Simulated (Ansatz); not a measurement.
Functionals side by side, with their cost (level): K₂CuBiCl₆ (Fm-3m, 10 atoms in the cell)

Cell: a = 7.4733 Å, b = 7.4733 Å, c = 7.4733 Å, α = 60.00°, β = 60.00°, γ = 60.00°.

Program: Ansatz (a program for electronic structure), default PAW files made with PBE; each row names its functional.

Base settings: basis.ecutwfc = 30.9 Ry; kpoints.mp_grid.grid = 3 3 3; hamiltonian.xc = hse06; hamiltonian.pseudopotentials = {kind: paw} (the program's default PAW files); scf.occupations.method = fixed.

Differences are taken from HSE06, a reference of convenience: it is no measurement, and no ranking of the functionals follows.

Core times come from one kind of shared machine and are given to one figure; runs under 30 s give none.

The starting cell comes from a database of computed structures (which also holds hypothetical and non-ambient phases and stackings), without a prior relaxation at this level. Its lattice was rescaled by a random factor within 2.5 % of one. Spin-orbit coupling is off. Ansatz's pressure includes its estimate of the finite-basis (Pulay) stress. Another mesh or the band path of this cell gives a smaller gap, so this value is not converged in the mesh.

| level | gap on the mesh less reference (eV) | pressure less reference (GPa) | largest difference in the force on any atom (eV/Å) | core time / reference (rough) |
|---|---|---|---|---|
| PBEsol | -1.256 | -1.11 | 0.371 | – |
| PBE0 | 0.679 | -0.04 | 0.013 | 1 |
| HSE06 | 0.000 | 0.00 | 0.000 | 1 |

PBEsol ran in under 30 s, against roughly 200 s for HSE06.

Keys are those of Ansatz 0.2.
